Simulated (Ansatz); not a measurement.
Input:

```yaml
crystal:
  lattice:
    - [0.00000, 2.02664, 2.02038]
    - [2.02038, 0.00000, 2.02038]
    - [2.02038, 2.02664, 0.00000]
  atoms:
    - { symbol: Al, position: [0.00000, 0.00000, 0.00000] }
```

No spin polarisation.

Method: PBE (Ansatz, a quantum-chemistry and plane-wave program; PAW; 420 eV plane waves; no spin-orbit coupling), earlier PAW set. k-mesh 28×28×28 (Γ-centred); smearing 0.1 eV (Fermi–Dirac).

Problem. Predict the band gap.

Solution. Zero.

Problem. What is the computed stress (xx, yy, zz, yz, xz, xy; compression positive)?

Solution. (-0.2, -0.3, -0.2, 0.0, 0.0, 0.0) GPa.

The cells carry an imposed strain or load. No phonon test of stability was made. The cell was made from Al in the fcc (Cu type) structure (space group Fm-3m, No. 225) by this change: uniaxial strain ε_yy = +0.31 %.
